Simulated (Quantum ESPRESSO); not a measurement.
# σyz against shear in fcc Pt (space group 225): C44 (Quantum ESPRESSO, PBEsol)

```
CELL_PARAMETERS angstrom
      0.00000     1.96165     1.96165
      1.95773     0.00392     1.95773
      1.95773     1.95773     0.00392
ATOMIC_POSITIONS crystal
  Pt 0.00000 0.00000 0.00000
```

Method of the run: PBEsol, GBRV 1.5 ultrasoft (PBESOL) pseudopotentials (plane waves; Quantum ESPRESSO). Settings: ecutwfc = 52 Ry; ecutrho = 416 Ry; occupations = smearing; smearing = fd; degauss = 0.0036749 Ry; potentials = {Pt: pt_pbesol_v1.4.uspp.F.UPF}; K_POINTS = automatic 38 38 38 0 0 0; conv_thr = 1e-10 Ry. The cell above is the first row's. The rows shear the cubic cell: the yz and zy parts of the deformation are each γ/2. At γ = 0 the shear stress vanishes by symmetry. Stress is positive in tension. In all rows the k mesh is held.

| γ (%) | σyz (GPa) |
|---|---|
| 0.4 | 0.314 |
| 0.8 | 0.628 |
| 1.2 | 0.944 |
| 1.6 | 1.264 |
| 2.0 | 1.588 |
| 2.4 | 1.917 |
| 2.8 | ? |

Fit σyz of the 6 rows that show it with a straight line. With u = γ - 1.4, the rows have u = -1.0000, -0.6000, -0.2000, 0.2000, 0.6000, 1.0000. Means: u 0, σyz 1.1092. About the means, the sum of products is 2.2430 and the sum of squares of u is 2.8000; the slope is their ratio. Least squares gives σyz = 1.1092 + 0.80107·u. Residuals (row less fit): 0.0059, -0.0006, -0.0050, -0.0054, -0.0018, 0.0067; standard error 0.0059 (degrees of freedom: 4). The slope of the line, 0.80107 GPa per cent, gives C44 ≈ 100 × 0.80107 = 80 GPa, for the static lattice.

What does the fit predict for σyz at γ = 2.8, and how far is the calculated value from it?

u = 1.4000, so σyz = 1.1092 + 0.80107 × 1.4000 = 2.2307 GPa. The calculation gives 2.251 GPa, 0.0203 GPa above the prediction (1.0 % of the range of σyz in the table). The row lies outside the fitted rows, so this is an extrapolation. From the scatter of the fitted rows alone, a prediction at this place has a standard error of 0.0080 GPa, so the miss is 2.5 times that.

Carrying the step between the two nearest rows on in a straight line would have given 2.246, off by 0.005; series whose last step already gives the withheld value aren't shown. The reference cell has the volume at which an earlier scan in this program and functional put its minimum by a fit. The unstrained cell stands at a pressure of -0.11 GPa, and the constants belong to that pressure. Spin polarisation is off. Spin-orbit coupling is off. Without a gap such slopes are sensitive to mesh and smearing. Cutoffs and mesh are single choices, not tested for convergence of this quantity. Series with a scatter that would blur these digits, or in which a gap closes, are not shown. Strain series were run only where this level's volume lies within 10 % of a first guess from the measured size.
